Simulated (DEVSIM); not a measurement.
Device: Cr/SiO2/p-Si capacitor, at 300 K.

```csv
layer (left to right),material,thickness (nm),Na (cm⁻³)
1,SiO2,26.0,-
2,Si,1200,2.2e17
```

Metal gate on the left, work function 4.5 eV. Fixed charge at the semiconductor interface 0 cm⁻² (in units of +e); no interface traps.

The device is made up for the run: typed textbook-type constants, with dimensions and the other settings drawn at random. Values at 300 K.

| parameter | SiO2 | Si |
|---|---|---|
| gap (eV) | 9 | 1.124 |
| affinity (eV) | 0.9 | 4.05 |
| permittivity | 3.9 | 11.7 |
| Nc (cm⁻³) | - | 2.86e19 |
| Nv (cm⁻³) | - | 3.1e19 |

Simulated with DEVSIM: 1D Poisson equation in equilibrium, Boltzmann statistics, complete ionisation; no quantum confinement or tunnelling. Metal contacts follow the ideal Schottky-Mott rule: no Fermi-level pinning, no interface dipoles.

Give the band bending (positive: bands bend down) and minority sheet density.


```json
[
 {"Vg (V)": "-3.8", "ψs (V)": "-0.118", "minority carriers (cm⁻²)": "< 1e8"},
 {"Vg (V)": "-3.2", "ψs (V)": "-0.108", "minority carriers (cm⁻²)": "< 1e8"},
 {"Vg (V)": "-2.6", "ψs (V)": "-0.096", "minority carriers (cm⁻²)": "< 1e8"},
 {"Vg (V)": "-2", "ψs (V)": "-0.079", "minority carriers (cm⁻²)": "< 1e8"},
 {"Vg (V)": "-1.4", "ψs (V)": "-0.057", "minority carriers (cm⁻²)": "< 1e8"},
 {"Vg (V)": "-0.8", "ψs (V)": "-0.022", "minority carriers (cm⁻²)": "< 1e8"},
 {"Vg (V)": "-0.2", "ψs (V)": "0.043", "minority carriers (cm⁻²)": "< 1e8"},
 {"Vg (V)": "0.4", "ψs (V)": "0.171", "minority carriers (cm⁻²)": "< 1e8"},
 {"Vg (V)": "1", "ψs (V)": "0.364", "minority carriers (cm⁻²)": "< 1e8"},
 {"Vg (V)": "1.6", "ψs (V)": "0.602", "minority carriers (cm⁻²)": "< 1e8"},
 {"Vg (V)": "2.2", "ψs (V)": "0.863", "minority carriers (cm⁻²)": "1.8e10"},
 {"Vg (V)": "2.8", "ψs (V)": "0.945", "minority carriers (cm⁻²)": "3.8e11"},
 {"Vg (V)": "3.4", "ψs (V)": "0.969", "minority carriers (cm⁻²)": "8.4e11"},
 {"Vg (V)": "4", "ψs (V)": "0.984", "minority carriers (cm⁻²)": "1.3e12"},
 {"Vg (V)": "4.6", "ψs (V)": "0.994", "minority carriers (cm⁻²)": "1.8e12"}
]
```
